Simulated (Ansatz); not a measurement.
**DyPd3 (Pm-3m, No. 221)**

Computed with LDA (Ansatz, a program for electronic structure, plane waves, PAW).

Numerical settings: plane-wave cutoff 500 eV, 14×14×14 k mesh, Fermi–Dirac smearing 0.1 eV, spin-polarised start, scalar-relativistic PAW data made under PBE.

Cell (relaxed at this level):

```cif
data_DyPd3
_chemical_formula_sum 'Dy1 Pd3'
_space_group_name_H-M_alt 'Pm-3m'
_space_group_IT_number 221
_space_group_name_Hall '-P 4 2 3'
_cell_length_a 4.00318
_cell_length_b 4.00318
_cell_length_c 4.00318
_cell_angle_alpha 90.000
_cell_angle_beta 90.000
_cell_angle_gamma 90.000
loop_
_atom_site_label
_atom_site_type_symbol
_atom_site_symmetry_multiplicity
_atom_site_Wyckoff_symbol
_atom_site_fract_x
_atom_site_fract_y
_atom_site_fract_z
_atom_site_occupancy
Dy1 Dy 1 a 0.00000 0.00000 0.00000 1
Pd1 Pd 3 c 0.00000 0.50000 0.50000 1
```

For DyPd3 (Pm-3m, No. 221), the band gap is none.

Note: the magnetic order was assumed, not searched for or taken from measurement; the 4f shell is treated without U or exact exchange, so its levels and filling can be wrong.

Spin–orbit coupling is not included.

Computed values are for the static lattice.

Cost on a shared machine: roughly 10 core-minutes.
